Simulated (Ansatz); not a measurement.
A self-consistent single point of Al (Fm-3m, 1 atom in the cell) with Ansatz (a quantum-chemistry and plane-wave program)

Level of theory: PBEsol, default PAW files made with PBE (plane waves; Ansatz).

This input was run:

Ansatz 0.2 input:
```yaml
# Al
crystal:
  lattice:
    - [0.000000, 2.031075, 2.031075]
    - [2.031075, 0.000000, 2.031075]
    - [2.031075, 2.031075, 0.000000]
  atoms:
    - { symbol: Al, position: [0.000000, 0.000000, 0.000000] }
basis:
  ecutwfc: 420.0 eV
kpoints:
  mp_grid:
    grid: [14, 14, 14]
hamiltonian:
  xc: pbesol
  pseudopotentials:
    kind: paw
scf:
  occupations:
    method: gaussian
    width: 0.1 eV
output:
  forces: true
  eigenvalues: true
  stress: true
```

Log, with long lists cut:

```
WARN ansatz: RAYON_NUM_THREADS=1 ignored (pool sized by the plan → 1); use --threads N
Pseudopotentials: kind: paw
Pseudopotential: Al, paw, valence charge 3
Crystal: 1 atoms, lattice volume = 16.757 Å³
Basis set: ecut = 420 eV, 331 PW (Γ), exchange–correlation on 40×40×40 points (8 copies of the dense FFT grid, shifted against one another)
Bands: 6, of which v1, the nominal top of the filled ones, is band 2 counted from 1 (1 counted from 0)
Symmetry: 48 space group operations
Space group: Fm-3m (ITA 225), of the structure as read, at distance tolerance 2.6e-5 Å
k-points: 104 of 2744
PAW frozen core: Al, regenerated for the run's functional, and the local potential with it
Initial density: superposition of atomic densities (neutral atoms: chi_scale 0, normalization atom), corrected by the library's trained network
Initial wavefunctions: pseudopotential atomic-orbital guess
Eigensolver: davidson
Functional: x = pbesol(κ = 0.804, μ = 0.12345679012345678), c = pbesol(β = 0.046)
SCF iter   1: F=—  HF=-524.536429 eV  |F-HF|=—  |Δ(HF+E_count)|=         —  Δρ=6.67e-4  dr2=3.48e-5  ethr=1.77e-3  ⟨swp⟩=4.7  Hψ=5346  notcnv=0
all-band conjugate gradients solve this SCF's bands
preconditioner: auto → none
SCF iter   2: F=—  HF=-524.536459 eV  |F-HF|=—  |Δ(HF+E_count)|=   3.00e-5  Δρ=3.47e-4  dr2=1.00e-5  ethr=1.16e-6  ⟨swp⟩=1.9  Hψ=1564  notcnv=0
SCF iter   3: F=—  HF=-524.536465 eV  |F-HF|=—  |Δ(HF+E_count)|=   6.07e-6  Δρ=2.87e-5  dr2=1.60e-7  ethr=3.33e-7  ⟨swp⟩=1.5  Hψ=654  notcnv=0
iter 4 did not close the SCF: its close was put off for the readings that it lacked (scf_convergence_deferred on its scf_iter line)
SCF iter   4: F=-524.536465 eV  HF=-524.536465 eV  |F-HF|=1.12e-8  |Δ(HF+E_count)|=   4.66e-8  Δρ=1.27e-5  dr2=3.03e-8  ethr=5.33e-9  ⟨swp⟩=1.2  Hψ=591  notcnv=0
iter 5 did not close the SCF: its close was put off for the readings that it lacked (scf_convergence_deferred on its scf_iter line)
SCF iter   5: F=-524.536465 eV  HF=-524.536465 eV  |F-HF|=5.12e-12  |Δ(HF+E_count)|=   1.02e-8  Δρ=3.72e-7  dr2=1.03e-11  ethr=1.01e-9  ⟨swp⟩=1.0  Hψ=577  notcnv=0
SCF iter   6: F=-524.536465 eV  HF=-524.536465 eV  |F-HF|=2.16e-12  |Δ(HF+E_count)|=  3.98e-12  Δρ=1.53e-7  dr2=4.65e-12  ethr=1.00e-12  ⟨swp⟩=2.2  Hψ=2259  notcnv=0
SCF 1 converged in 6 iterations: F = -524.536465 eV  dr2 = 4.65e-12
SCF converged after 6 iterations
Free energy (F): -524.536465 eV
Harris-Foulkes:  -524.536465 eV  (|F-HF|=2.16e-12)
Internal energy: -524.533847 eV  (E = F + TS)
E sigma→0 (E₀):  -524.535156 eV
Entropy (-TS):   -0.002619 eV (-2.619 meV/atom)
Fermi energy:    7.692166 eV
--- Per-component energies (eV) ---
  E_band       = 10.051009
  E_kinetic    = 22.597607
  E_local      = 9.541505  (includes V_loc(G=0)·N_el)
  E_nonlocal   = 10.302067
  E_hartree    = 0.099918
  E_xc         = -39.285548
  E_vxc        = -29.009680  (∫ρ·V_xc dr)
  E_paw        = -454.671955  (= ΣΔE_a)
  E_vpaw       = -3.580324  (= ΣTr[D̂ρ^β])
  E_aug_tail   = -0.000003  (compensation charges beyond the density's cutoff)
  E_ewald      = -73.136577
  E_core_change = 0.019139  (= ΣΔE_core)
  E_smearing   = -0.002619  (= −TS)
  E_closure    = 0.000000  (closes the sum)
  Σ components = -524.536465   (vs F -524.536465, Δ=0.00e0)
--- Forces (eV/Å), atoms counted from 1 ---
  atom   1  Al    -0.00000000    -0.00000000     0.00000000
  max |Σ_I F_I| component: 6.57e-32 eV/Å
--- Stress (GPa, compression-positive) ---
       -2.873171      -0.000000       0.000000
       -0.000000      -2.873171      -0.000000
        0.000000       0.000000      -2.873171
  P = ⅓ Tr σ = -2.8732 GPa (-28.732 kbar)
  The stress holds the Pulay correction. Without it, at fixed plane waves, as pw.x and ABINIT print it: P = -2.9347 GPa
--- Band table (eV; the first three rows and the last of 104) ---
  k-point 0: bands = ["-3.2915", "20.1538", "20.1538", "20.1538", "21.5975", "21.5975"]
  k-point 1: bands = ["-3.1543", "18.0602", "19.7017", "19.7017", "22.2563", "22.2563"]
  k-point 2: bands = ["-2.7437", "15.2214", "19.0779", "19.0779", "22.2058", "23.3448"]
  k-point 103: bands = ["6.3556", "7.5314", "7.6255", "9.1023", "21.6392", "23.0302"]
```

The run converged in 6 iterations.

The starting cell has typed, rounded lattice constants, without a prior relaxation at this level. Its lattice was rescaled by up to half a per cent. Ansatz's pressure includes its estimate of the finite-basis (Pulay) stress.
